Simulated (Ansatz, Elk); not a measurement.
An Ansatz (an electronic-structure program) input for a self-consistent single point of Cs (Im-3m, 1 atom in the cell) (DFT, LDA (PW92), plane waves, default PAW files made with PBE):

Ansatz 0.2 input:
```yaml
# Cs
crystal:
  lattice:
    - [-3.159750, 3.159750, 3.159750]
    - [3.159750, -3.159750, 3.159750]
    - [3.159750, 3.159750, -3.159750]
  atoms:
    - { symbol: Cs, position: [0.000000, 0.000000, 0.000000] }
kpoints:
  mp_grid: { grid: [6, 6, 6] }
hamiltonian:
  xc: lda
  pseudopotentials: { kind: paw }
scf:
  occupations: { method: fermi_dirac, width: 0.05 }
output:
  forces: true
  eigenvalues: true
  stress: true
```

Question: Write the same calculation as an input for Elk.

Answer: One input that does it (others would too):

```
tasks
  0

xctype
  3

rgkmax
  8.0

gmaxvr
  16.0

nxlo
  2

lorbcnd
  .true.

lmaxi
  2

stype
  3

swidth
  0.00183747

scale
  10.34218297

avec
   -0.5773502692    0.5773502692    0.5773502692
    0.5773502692   -0.5773502692    0.5773502692
    0.5773502692    0.5773502692   -0.5773502692

sppath
  './'

atoms
  1   : nspecies
  'Cs.in'   : spfname
  1   : natoms; atposl, bfcmt below
  0.0000000000  0.0000000000  0.0000000000    0.0 0.0 0.0

ngridk
  6 6 6
```

Basis settings and potentials, where a program has them, do not carry over. This input uses DFT, LDA (PW92), all-electron FP-LAPW, Elk's shipped species files, APW+lo basis with extra local orbitals. LDA parametrisations can differ slightly between programs.

The starting cell comes from a database of computed structures (which also holds hypothetical and non-ambient phases and stackings), without a prior relaxation at this level. Its lattice was rescaled by a random factor within 2.5 % of one.
